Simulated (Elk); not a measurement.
Input and output of a self-consistent single point for GaFe (P-6m2, 2 atoms in the cell) (Elk).

Method of the run: PBEsol, all-electron FP-LAPW, Elk's shipped species files, default APW+lo basis run with Elk.

```
GaFe
1.0
    2.73219     0.00000     0.00000
   -1.36610     2.36615     0.00000
    0.00000     0.00000     4.00740
Ga Fe
1 1
Direct
  0.00000   0.00000   0.50000
  0.66667   0.33333   0.00000
```
Moments meant for the start (each program seeds them in its own way; μB, in the order of the atoms Ga Fe): 0.0 4.0.

Reference input (self-consistent single point, DFT, LDA (PW92), all-electron FP-LAPW, Elk's shipped species files, default APW+lo basis): spinpol = true; swidth = 0.00367493 Ha; ngridk = 11 11 7; reducebf = 0.8; rmtscf = 0.94; nempty = 8 per atom; maxscl = 100; bfcmt = [[0.0, 0.0, 0.0], [0.0, 0.0, -1.0]]. This run's input differs from it in these lines:

```diff
@@ -2,2 +2,5 @@
   0
+
+xctype
+  22
```

The program printed (abridged):

```
│ Self-consistent loop started │
│ Loop number : 1 │
 total energy                :     -3216.41432639
 total moment                :    2.090306953
│ Loop number : 2 │
 total energy                :     -3216.33397282
 total moment                :    2.098870610
RMS change in Kohn-Sham potential (target) :    1.784743331     (  0.1000000000E-05)
Absolute change in total energy (target)   :   0.8035356838E-01 (  0.1000000000E-03)
│ Loop number : 3 │
 total energy                :     -3218.42025766
 total moment                :    1.982123966
RMS change in Kohn-Sham potential (target) :    1.692169482     (  0.1000000000E-05)
   [... lines left out ...]
│ Loop number : 27 │
 total energy                :     -3214.36857707
 total moment                :    1.970140200
RMS change in Kohn-Sham potential (target) :   0.1384821586E-05 (  0.1000000000E-05)
Absolute change in total energy (target)   :   0.3393802581E-04 (  0.1000000000E-03)
│ Loop number : 28 │
 total energy                :     -3214.36856149
 total moment                :    1.969882821
RMS change in Kohn-Sham potential (target) :   0.5293784193E-06 (  0.1000000000E-05)
Absolute change in total energy (target)   :   0.7103764347E-05 (  0.1000000000E-03)
Convergence targets achieved

│ Loop number : 29 │

Energies :
 Fermi                       :     0.322285512849
 xc effective B-field        :    -0.861483549582E-01
 external B-field            :      0.00000000000
 total energy                :     -3214.36856663
 (external B-field energy excluded from total)

Density of states at Fermi energy :    47.49058338
 (states/Hartree/unit cell)

Estimated indirect band gap :   0.8530780110E-03
 from k-point     54 to k-point     72
Estimated direct band gap   :   0.3931752272E-02
 at k-point     99

Charges :
 core                        :    28.00000000
 valence                     :    29.00000000
 interstitial                :    2.768183023
 muffin-tins (core leakage)
  species :    1 (Ga)
   atom    1                 :    29.51576474     (  0.1640577171E-02)
  species :    2 (Fe)
   [... lines left out ...]
 total charge                :    57.00000000
 error                       :   0.7271868812E-02

Moments :
 interstitial                :  -0.4366017497E-01
 muffin-tins
  species :    1 (Ga)
   atom    1                 :  -0.6515337092E-01
  species :    2 (Fe)
   atom    1                 :    2.078588940
 total in muffin-tins        :    2.013435569
 total moment                :    1.969775394

│ Self-consistent loop stopped │
```

The run converged in 29 iterations. The count includes the last loop, which Elk runs after its targets are met. Against the reference run the size of the net moment goes from 0.92 to 0.98 μB/atom.

The starting cell comes from a database of computed structures (which also holds hypothetical and non-ambient phases and stackings), without a prior relaxation at this level. Its lattice was rescaled by a random factor within 2.5 % of one. With one magnetic atom in the cell only a parallel order is possible. Values depend on the basis (sphere radii, cutoffs, local orbitals), which need not be converged. The log's line on a gap gives a spacing of levels on this mesh, which the program prints for metals too.

Cost on one core of a shared machine: roughly 60 s.
